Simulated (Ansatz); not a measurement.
Base system: BeSe in the zinc blende structure (space group F-43m, No. 216; a = 5.082 Å).

All numbers come from Ansatz (a program for electronic structure), LDA, PAW, cutoff 420 eV, spin-orbit coupling left out.

Before the change:

The pressure comes out as -0.01 GPa.

Now apply this change: an isotropic linear strain of −0.50 %; the atoms relax in the strained cell.

Problem. How does this affect the pressure and mean gap deformation potential ΔEg/Δln V?

Solution. The pressure rises by 1.30 GPa (-0.01 GPa → 1.29 GPa); the mean gap deformation potential ΔEg/Δln V is +2.2 eV.

Whether these cells are dynamically stable was not tested.
